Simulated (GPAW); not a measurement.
## A self-consistent single point of Li3In2 (R-3m, 5 atoms in the cell) with GPAW

Method of the run: PBEsol, GPAW PAW datasets PBEsol (made by gpaw-setup) (plane waves; GPAW).

Input as run:

```python
from ase import Atoms
from ase.units import GPa
from gpaw import GPAW, PW

atoms = Atoms(['Li', 'Li', 'Li', 'In', 'In'],
              cell=[[2.326570, 1.343246, 4.789207],
                    [-2.326570, 1.343246, 4.789207],
                    [0.000000, -2.686491, 4.789207]],
              scaled_positions=[[0.595683, 0.595683, 0.595683],
                                [0.404317, 0.404317, 0.404317],
                                [0.000000, 0.000000, 0.000000],
                                [0.206890, 0.206890, 0.206890],
                                [0.793110, 0.793110, 0.793110]],
              pbc=True)

calc = GPAW(mode=PW(600),
            xc='PBEsol',
            kpts=(7, 7, 7),
            occupations={'name': 'methfessel-paxton', 'width': 0.2, 'order': 0},
            nbands=-9,
            convergence={'density': 1e-05},
            symmetry={'symmorphic': False, 'tolerance': 0.0005},
            maxiter=100)

atoms.calc = calc

energy = atoms.get_potential_energy()
print('Energy (eV):', round(energy, 6))
forces = atoms.get_forces()
print('Forces (eV/Ang):')
print(forces.round(5))
stress = atoms.get_stress()
print('Stress (GPa, Voigt):', (stress / GPa).round(4))
```

Output (repeated stretches shortened):

```
Input parameters:
  convergence: {density: 1e-05}
  kpts: [7 7 7]
  maxiter: 100
  mode: {ecut: 600.0,
         name: pw}
  nbands: -9
  occupations: {name: methfessel-paxton,
                order: 0,
                width: 0.2}
  symmetry: {symmorphic: False,
             tolerance: 0.0005}
  xc: PBEsol

species:
  Li:
    name: Lithium
    Z: 3.0
    valence: 1
    core: 2
    charge: 0.0
    file: Li.PBEsol.gz

    # Using partial waves for Li as LCAO basis

  In:
    name: Indium
    Z: 49.0
    valence: 13
    core: 36
    charge: 0.0
    file: In.PBEsol.gz

    # Using partial waves for In as LCAO basis

Reference energy: -320408.326065  # eV

Spin-paired calculation

Convergence criteria:
 Maximum [total energy] change in last 3 cyles: 0.0005 eV / valence electron
 Maximum integral of absolute [dens]ity change: 1e-05 electrons / valence electron
 Maximum integral of absolute [eigenst]ate change: 4e-08 eV^2 / valence electron
 Maximum number of scf [iter]ations: 100

Symmetries present (total): 12
Symmetries with fractional translations: 0
343 k-points: 7 x 7 x 7 Monkhorst-Pack grid
44 k-points in the irreducible part of the Brillouin zone
       k-points in crystal coordinates                weights
   0:     0.00000000    0.00000000    0.00000000          1/343
   1:     0.14285714    0.00000000   -0.14285714          6/343
   2:     0.14285714    0.00000000    0.00000000          6/343
   [... 7 lines left out ...]
          ...
  43:     0.42857143    0.42857143    0.42857143          2/343

Wave functions: Plane wave expansion
  Cutoff energy: 600.000 eV
  Number of coefficients (min, max): 2979, 3028
  Pulay-stress correction: 0.000000 eV/Ang^3 (de/decut=0.000000)

Occupation numbers: Methfessel-Paxton:
  width: 0.2000  # eV
  order: 0

Eigensolver

Densities:
  Coarse grid: 32*32*32 grid
  Fine grid: 64*64*64 grid
  Total Charge: 0.000000

Density mixing:
  Method: separate
  Backend: pulay
  Linear mixing parameter: 0.05
  old densities: 5
  Damping of long wavelength oscillations: 50

Hamiltonian:
  XC and Coulomb potentials evaluated on a 64*64*64 grid
  External potential:
    NoExternalPotential

XC parameters: PBEsol with 2 nearest neighbor stencil

Number of atoms: 5
Number of atomic orbitals: 30
Number of bands in calculation: 23
Number of valence electrons: 29
Bands to converge: occupied

Density initialized from atomic densities
  23 bands from LCAO basis set

Atomic positions and initial magnetic moments

Positions:
   0 Li    -0.000000    0.000001    8.558548    ( 0.0000,  0.0000,  0.0000)
   1 Li    -0.000000    0.000000    5.809073    ( 0.0000,  0.0000,  0.0000)
   2 Li     0.000000    0.000000    0.000000    ( 0.0000,  0.0000,  0.0000)
   3 In     0.000000    0.000000    2.972517    ( 0.0000,  0.0000,  0.0000)
   4 In    -0.000000    0.000001   11.395104    ( 0.0000,  0.0000,  0.0000)

Unit cell:
           periodic     x           y           z      points  spacing
  1. axis:    yes    2.326570    1.343246    4.789207    32     0.1213
  2. axis:    yes   -2.326570    1.343246    4.789207    32     0.1213
  3. axis:    yes    0.000000   -2.686491    4.789207    32     0.1213

  Lengths:   5.491242   5.491242   5.491242
  Angles:   50.135210  50.135210  50.135213

Effective grid spacing dv^(1/3) = 0.1399

     iter     time        total  log10-change:
                         energy   eigst   dens
iter:   1 --:--:--   -14.701361
iter:   2 --:--:--   -14.558265   -1.87  -1.27
iter:   3 --:--:--   -14.038095   -1.27  -1.30
iter:   4 --:--:--   -14.120089   -2.28  -1.69
iter:   5 --:--:--   -14.006454   -2.29  -1.73
iter:   6 --:--:--   -14.008354   -3.56  -2.52
iter:   7 --:--:--   -14.008393c  -4.22  -2.65
iter:   8 --:--:--   -14.006093c  -3.85  -2.72
iter:   9 --:--:--   -14.006036c  -4.97  -3.27
iter:  10 --:--:--   -14.006053c  -5.57  -3.39
iter:  11 --:--:--   -14.006046c  -5.50  -3.39
iter:  12 --:--:--   -14.006052c  -6.43  -3.96
iter:  13 --:--:--   -14.006042c  -6.40  -3.97
iter:  14 --:--:--   -14.006043c  -7.00  -4.36
iter:  15 --:--:--   -14.006044c  -7.70c -4.40
iter:  16 --:--:--   -14.006044c  -8.35c -4.54
iter:  17 --:--:--   -14.006044c  -9.18c -4.57
iter:  18 --:--:--   -14.006043c  -8.43c -4.59
iter:  19 --:--:--   -14.006043c  -8.10c -4.65
iter:  20 --:--:--   -14.006043c  -9.25c -4.69
iter:  21 --:--:--   -14.006043c  -8.99c -4.73
iter:  22 --:--:--   -14.006043c  -9.53c -4.89
iter:  23 --:--:--   -14.006042c  -9.46c -4.92
iter:  24 --:--:--   -14.006042c  -8.51c -4.98
iter:  25 --:--:--   -14.006042c  -9.70c -5.04c

Converged after 25 iterations.

Dipole moment: (-0.000000, -0.000000, -0.000000) |e|*Ang

Energy contributions relative to reference atoms: (reference = -320408.326065)

Kinetic:        +26.063145
Potential:      -21.896723
External:        +0.000000
XC:             -18.554041
Entropy (-ST):   -0.020891
Local:           +0.392023
SIC:             +0.000000
--------------------------
Free energy:    -14.016488
Extrapolated:   -14.006042

Showing only first 2 kpts
 Kpt  Band  Eigenvalues  Occupancy
  0    12      3.91345    2.00000
  0    13      5.40947    0.00000
  0    14      5.40947    0.00000
  0    15      6.42583    0.00000

  1    12      3.76335    2.00000
  1    13      3.79150    2.00000
  1    14      4.10479    1.99999
  1    15      6.61184    0.00000

Fermi level: 4.74493

No gap
No difference between direct/indirect transitions
Energy (eV): -14.006042

Forces in eV/Ang:
  0 Li   -0.00000    0.00000    0.03904
  1 Li    0.00000   -0.00000   -0.03904
  2 Li   -0.00000    0.00000    0.00000
  3 In    0.00000    0.00000    0.07979
  4 In    0.00000   -0.00000   -0.07979

Stress tensor:
    -0.004500    -0.000000    -0.000000
     0.000000    -0.004500     0.000000
    -0.000000     0.000000    -0.005376
Stress (GPa, Voigt): [-0.7209 -0.7209 -0.8614  0.     -0.     -0.    ]
```

The run converged in 25 iterations. GPAW prints stress with tension positive.

The starting cell comes from a database of computed structures (which also holds hypothetical and non-ambient phases and stackings), without a prior relaxation at this level. Its lattice was rescaled by a random factor within 2.5 % of one.

Cost on one core of a shared machine: roughly 2 min.
